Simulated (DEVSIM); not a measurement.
Device: n-channel Ge planar bulk MOSFET with HfO2, at 300 K.

```
Quantity                                                      Value
-----------------------  ------------------------------------------
Gate length                                                  500 nm
Source drain length                                          400 nm
Dielectric thickness                                        67.7 nm
Lateral straggle                                            17.6 nm
Underlap                                                       0 nm
Junction depth                                             172.5 nm
Substrate depth                                             1042 nm
Gate work function                                          4.08 eV
Source and drain doping  8.3e19 cm⁻³, Gaussian tails under the gate
Body doping                                             7.3e16 cm⁻³
Lifetime                                                     5e-8 s
Supply                                                        1.8 V
```

All mobilities are scaled by 0.5; velocity saturation, μ/(1 + (μE/vsat)^b)^(1/b) with b = 2 for electrons and 1 for holes and E the electric field along each mesh edge, is on. Mobility is μmin + (μ − μmin)/(1 + (N/Nref)^α).

The device is made up for the run: typed textbook-type constants, with dimensions and the other settings drawn at random. Values at 300 K.

Ge: gap (eV) 0.664, affinity (eV) 4, permittivity 16, Nc (cm⁻³) 1.04e19, Nv (cm⁻³) 6e18, μn (cm²/Vs) 3900, μp (cm²/Vs) 1900, μn,min 150, μp,min 100, Nref,n 2.6e17, Nref,p 4e17, αn 0.56, αp 0.6, vsat,n (cm/s) 6.5e6, vsat,p (cm/s) 6e6. HfO2: gap (eV) 5.7, affinity (eV) 2.5, permittivity 22.

DEVSIM, 2D drift-diffusion, Boltzmann statistics, complete ionisation; no quantum confinement, tunnelling, impact ionisation, self-heating, contact resistance or fringe fields beside the gate. Metal contacts follow the ideal Schottky-Mott rule: no Fermi-level pinning, no interface dipoles.

Transfer curves, |Id| in μA/μm:

```csv
Vg (V),Vd = 0.05 V,Vd = 1.8 V
-0.54,5.644e-6,1.185e-5
-0.45,5.895e-6,1.242e-5
-0.36,6.495e-6,1.395e-5
-0.27,8.456e-6,1.975e-5
-0.18,1.693e-5,4.947e-5
-0.09,6.254e-5,0.0002394
0,0.0003532,0.001633
0.09,0.002426,0.01268
0.18,0.01819,0.1012
0.27,0.1350,0.7150
0.36,0.7856,3.361
0.45,2.644,9.272
0.54,5.460,17.82
0.63,8.650,28.07
0.72,11.95,39.41
0.81,15.27,51.51
0.9,18.58,64.16
0.99,21.86,77.23
1.08,25.12,90.64
1.17,28.33,104.3
1.26,31.52,118.2
1.35,34.67,132.3
1.44,37.78,146.5
1.53,40.86,160.9
1.62,43.90,175.4
1.71,46.92,190.0
1.8,49.90,204.7
```

Task: Work out the subthreshold swing at low drain bias from the rows at 0.09 and 0.18 V, and compare it with the thermal limit.

Result: log10(0.01819/0.002426) = 0.875 over 90.0 mV, so S = 103 mV/decade. The limit kT/q ln 10 is 59.5 mV/decade; the ratio is 1.73. This is the steepest step of the table.

Task: Find both thresholds at the constant current 0.1 μA × (1 μm/L) a micrometre, and the DIBL.

Result: The current is 0.200 μA/μm. Interpolating ln Id gives 0.290 V and 0.211 V; their difference over the 1.75 V of drain bias is 45 mV/V.

Source and drain are degenerate, where Boltzmann statistics are only rough. The electric field that drives the saturation includes the junctions' built-in field, which lowers the mobility there even at small currents: subthreshold currents come out too low, a known weakness of this choice.
